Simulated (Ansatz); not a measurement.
**CdS, response to strain**

Base system: CdS in the zinc blende structure (space group F-43m, No. 216; a = 5.825 Å). Axes: x, y, z lie along the cube axes.

Strains are applied to the cell and any free atomic positions relax; under biaxial strain the out-of-plane vector relaxes too.

The values are results of PBEsol (Ansatz, a program for electronic structure; PAW; 420 eV plane waves; scalar-relativistic without spin-orbit coupling), earlier PAW set, not measurements.

Notes on the quantities. energy relative to the base: free energy F.

```csv
variant,energy relative to the base,ratio −ε⊥/ε∥,band gap
base,0 meV/atom,–,1.01 eV
"biaxial strain −1.57 %, plane normal [001], relaxed out of plane",+1.9 meV/atom,1.45,0.98 eV
"biaxial strain −0.91 %, plane normal [001], relaxed out of plane",+0.6 meV/atom,1.46,1.00 eV
"biaxial strain +3.14 %, plane normal [001], relaxed out of plane",+6.8 meV/atom,1.53,0.84 eV
"biaxial strain +3.00 %, plane normal [110], relaxed out of plane",+13 meV/atom,0.96,0.77 eV
isotropic strain −0.73 %,+2.3 meV/atom,–,1.05 eV
```

A biaxial case was relaxed in a doubled cell and then solved in the primitive one. Whether these cells are dynamically stable was not tested.
